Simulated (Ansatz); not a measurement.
## Effect of pressure 0.7 GPa on Nb4AlC3

Consider Nb₄AlC₃ (space group P6_3/mmc, No. 194; a = 3.1211 Å, c = 24.1370 Å; a cell from a computed database, its experimental status unchecked).

Perturbation: a hydrostatic pressure of 0.7 GPa.

All numbers come from PBEsol (Ansatz, a program for electronic structure; PAW; 420 eV plane waves; no SOC). Settings: 14×14×2 k-points, 0.05 eV Fermi–Dirac smearing.

```
quantity                             base     changed        shift
-----------------------------  ----------  ----------  -----------
volume per atom                  12.73 Å³    12.69 Å³     -0.04 Å³
density                        7.09 g/cm³  7.11 g/cm³  +0.02 g/cm³
lattice parameter a               3.121 Å     3.118 Å     -0.003 Å
c/a ratio                           7.733       7.731       -0.002
shortest interatomic distance     2.149 Å     2.148 Å     -0.001 Å
band gap                             zero        zero            –
```

Final structure:

```yaml
crystal:
  lattice:
    - [3.11826, 0.00000, 0.00000]
    - [-1.55913, 2.70049, 0.00000]
    - [0.00000, 0.00000, 24.10793]
  atoms:
    - { symbol: Al, position: [0.33333, 0.66667, 0.25000] }
    - { symbol: Al, position: [0.66667, 0.33333, 0.75000] }
    - { symbol: Nb, position: [0.00000, 0.00000, 0.84307] }
    - { symbol: Nb, position: [0.00000, 0.00000, 0.15693] }
    - { symbol: Nb, position: [0.00000, 0.00000, 0.34307] }
    - { symbol: Nb, position: [0.00000, 0.00000, 0.65693] }
    - { symbol: Nb, position: [0.66667, 0.33333, 0.94496] }
    - { symbol: Nb, position: [0.33333, 0.66667, 0.05504] }
    - { symbol: Nb, position: [0.33333, 0.66667, 0.44496] }
    - { symbol: Nb, position: [0.66667, 0.33333, 0.55504] }
    - { symbol: C, position: [0.33333, 0.66667, 0.89166] }
    - { symbol: C, position: [0.66667, 0.33333, 0.10834] }
    - { symbol: C, position: [0.66667, 0.33333, 0.39166] }
    - { symbol: C, position: [0.33333, 0.66667, 0.60834] }
    - { symbol: C, position: [0.00000, 0.00000, 0.50000] }
    - { symbol: C, position: [0.00000, 0.00000, 0.00000] }
```

Cost of the whole job for the changed cell (relaxation, final SCF and bands): about 5 core-minutes (a rough figure).

Load acts through the strain it causes; cell and atoms are relaxed under it. Stability against distortions was not tested. All final runs are without spin polarisation.
